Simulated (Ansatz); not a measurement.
# Ansatz run on MgCd3 (I4/mmm, 4 atoms in the cell): self-consistent single point

Method: PBEsol, default PAW files made with PBE (plane waves; Ansatz, an electronic-structure program).

Input as run:

Ansatz 0.2 input:
```yaml
# MgCd3
crystal:
  lattice:
    - [-2.196135, 2.196135, 4.411175]
    - [2.196135, -2.196135, 4.411175]
    - [2.196135, 2.196135, -4.411175]
  atoms:
    - { symbol: Mg, position: [0.000000, 0.000000, 0.000000] }
    - { symbol: Cd, position: [0.500000, 0.500000, 0.000000] }
    - { symbol: Cd, position: [0.250000, 0.750000, 0.500000] }
    - { symbol: Cd, position: [0.750000, 0.250000, 0.500000] }
basis:
  ecutwfc: 420.0
kpoints:
  mp_grid:
    grid: [9, 9, 9]
hamiltonian:
  xc: pbesol
  pseudopotentials:
    kind: paw
scf:
  occupations:
    method: fermi_dirac
    width: 0.1
output:
  forces: true
  eigenvalues: true
  stress: true
```

Output, abridged:

```
WARN ansatz: RAYON_NUM_THREADS=1 ignored (pool sized by the plan → 1); use --threads N
Pseudopotentials: kind: paw
Pseudopotential: Mg, paw, valence charge 10
Pseudopotential: Cd, paw, valence charge 20
Crystal: 4 atoms, lattice volume = 85.101 Å³
Basis set: ecut = 420 eV, 1655 PW (Γ), exchange–correlation on 80×80×80 points (8 copies of the dense FFT grid, shifted against one another)
Bands: 42, of which v1, the nominal top of the filled ones, is band 35 counted from 1 (34 counted from 0)
Symmetry: 16 space group operations
Space group: I4/mmm (ITA 139), of the structure as read, at distance tolerance 4.4e-5 Å
k-points: 75 of 729
PAW frozen core: Mg, regenerated for the run's functional, and the local potential with it
PAW frozen core: Cd, regenerated for the run's functional, and the local potential with it
Initial density: superposition of atomic densities (neutral atoms: chi_scale 0, normalization atom), corrected by the library's trained network
Initial wavefunctions: pseudopotential atomic-orbital guess
Eigensolver: davidson
Functional: x = pbesol(κ = 0.804, μ = 0.12345679012345678), c = pbesol(β = 0.046)
SCF iter   1: F=—  HF=-26464.520738 eV  |F-HF|=—  |Δ(HF+E_count)|=         —  Δρ=5.34e-3  dr2=1.94e-2  ethr=1.77e-3  ⟨swp⟩=6.7  Hψ=11344  notcnv=0  defer=4
all-band conjugate gradients solve this SCF's bands
preconditioner: auto → Kerker (q_TF=auto, 2.641 Å⁻¹)
SCF iter   2: F=—  HF=-26464.515033 eV  |F-HF|=—  |Δ(HF+E_count)|=   5.71e-3  Δρ=1.65e-3  dr2=2.48e-3  ethr=2.77e-5  ⟨swp⟩=2.0  Hψ=4993  notcnv=0  defer=6
SCF iter   3: F=—  HF=-26464.514237 eV  |F-HF|=—  |Δ(HF+E_count)|=   7.96e-4  Δρ=6.05e-4  dr2=4.87e-4  ethr=3.55e-6  ⟨swp⟩=2.3  Hψ=4805  notcnv=0  defer=6
SCF iter   4: F=—  HF=-26464.514077 eV  |F-HF|=—  |Δ(HF+E_count)|=   1.60e-4  Δρ=1.60e-4  dr2=5.91e-5  ethr=6.95e-7  ⟨swp⟩=2.0  Hψ=3460  notcnv=0  defer=6
SCF iter   5: F=—  HF=-26464.514059 eV  |F-HF|=—  |Δ(HF+E_count)|=   1.82e-5  Δρ=5.97e-5  dr2=2.74e-6  ethr=8.44e-8  ⟨swp⟩=2.0  Hψ=4750  notcnv=0  defer=6
SCF iter   6: F=—  HF=-26464.514057 eV  |F-HF|=—  |Δ(HF+E_count)|=   1.17e-6  Δρ=1.59e-5  dr2=1.41e-7  ethr=3.91e-9  ⟨swp⟩=2.0  Hψ=5516  notcnv=0  defer=6
SCF iter   7: F=-26464.514057 eV  HF=-26464.514057 eV  |F-HF|=3.14e-9  |Δ(HF+E_count)|=   3.34e-8  Δρ=2.97e-6  dr2=9.05e-9  ethr=1.43e-10  ⟨swp⟩=7.1  Hψ=12609  notcnv=0
SCF 1 converged in 7 iterations: F = -26464.514057 eV  dr2 = 9.05e-9
SCF converged after 7 iterations
Free energy (F): -26464.514057 eV
Harris-Foulkes:  -26464.514057 eV  (|F-HF|=3.14e-9)
Internal energy: -26464.470235 eV  (E = F + TS)
E sigma→0 (E₀):  -26464.492146 eV
Entropy (-TS):   -0.043823 eV (-10.956 meV/atom)
Fermi energy:    12.645331 eV
--- Per-component energies (eV) ---
  E_band       = -1586.497728
  E_kinetic    = 1589.810767
  E_local      = -10777.122458  (includes V_loc(G=0)·N_el)
  E_nonlocal   = 200.828441
  E_hartree    = 4870.493586
  E_xc         = -556.408231
  E_vxc        = -702.140147  (∫ρ·V_xc dr)
  E_paw        = -12318.246281  (= ΣΔE_a)
  E_vpaw       = -1638.855783  (= ΣTr[D̂ρ^β])
  E_aug_tail   = 0.000031  (compensation charges beyond the density's cutoff)
  E_ewald      = -9474.910831
  E_core_change = 1.084741  (= ΣΔE_core)
  E_smearing   = -0.043823  (= −TS)
  E_closure    = 0.000000  (closes the sum)
  Σ components = -26464.514057   (vs F -26464.514057, Δ=0.00e0)
--- Forces (eV/Å), atoms counted from 1 ---
  atom   1  Mg    -0.00000000     0.00000000    -0.00000000
   [... zero for the other atoms too ...]
  max |Σ_I F_I| component: 4.97e-29 eV/Å
--- Stress (GPa, compression-positive) ---
       -1.206315      -0.000000       0.000000
       -0.000000      -1.206315       0.000000
        0.000000      -0.000000      -1.625179
  P = ⅓ Tr σ = -1.3459 GPa (-13.459 kbar)
  The stress holds the Pulay correction. Without it, at fixed plane waves, as pw.x and ABINIT print it: P = -1.3767 GPa
--- Band table (eV; the first three rows and the last of 75) ---
  k-point 0: bands = ["-90.2127", "-90.2104", "-90.2048", "-63.4391", "-51.2992", "-51.2948", "-51.2948", "-51.2903", "-51.2898", "-51.2898", "-51.2736", "-51.2736", "-51.2633", "-30.3831", "-30.3790", "-30.3790", "3.0930", "3.1791", "3.2824", [...]
  k-point 1: bands = ["-90.2125", "-90.2105", "-90.2049", "-63.4391", "-51.2990", "-51.2948", "-51.2936", "-51.2924", "-51.2899", "-51.2866", "-51.2759", "-51.2735", "-51.2635", "-30.3831", "-30.3790", "-30.3790", "3.1368", "3.2388", "3.3271", [...]
  k-point 2: bands = ["-90.2122", "-90.2108", "-90.2049", "-63.4391", "-51.2990", "-51.2968", "-51.2943", "-51.2905", "-51.2863", "-51.2834", "-51.2815", "-51.2735", "-51.2641", "-30.3831", "-30.3791", "-30.3791", "3.1964", "3.3992", "3.4085", [...]
  k-point 74: bands = ["-90.2124", "-90.2104", "-90.2051", "-63.4391", "-51.2993", "-51.2992", "-51.2935", "-51.2904", "-51.2827", "-51.2826", "-51.2771", "-51.2763", "-51.2683", "-30.3831", "-30.3790", "-30.3790", "3.0689", "3.1368", "3.1579", [...]
```

The run converged in 7 iterations.

The starting cell comes from a database of computed structures (which also holds hypothetical and non-ambient phases and stackings), without a prior relaxation at this level. Ansatz's pressure includes its estimate of the finite-basis (Pulay) stress.
